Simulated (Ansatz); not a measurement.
The parent structure is BP in the rock salt structure (space group Fm-3m, No. 225; a = 4.3206 Å; a hypothetical phase, not in the database extracts checked; relaxed with 0.1 eV smearing). Axes: x, y, z lie along the cube axes.

Computed with PBE (Ansatz, an electronic-structure program), without spin-orbit coupling.

Now apply this change: uniaxial strain ε_yy = +4.80 %, all other strain components held at zero; the atoms relax in the strained cell.

Task: Predict the stress tensor and what it implies for the stiffness.

Result: Stress of the strained cell less that of the base (GPa, compression positive):
```
   -5.9     0.0     0.0
    0.0    -7.7     0.0
    0.0     0.0    -5.9
```

Then −Δσ_ii/ε with ε = 0.0480 gives secant stiffness values (nonlinear terms included at this strain): C22 ≈ 161 GPa, C12 ≈ 122 GPa and C23 ≈ 122 GPa.

As a check, the harmonic strain energy −½ V₀ Δσ:ε is 12 meV/atom; the computed energy rise is 13 meV/atom.

Stability against distortions was not tested. All final runs are without spin polarisation.
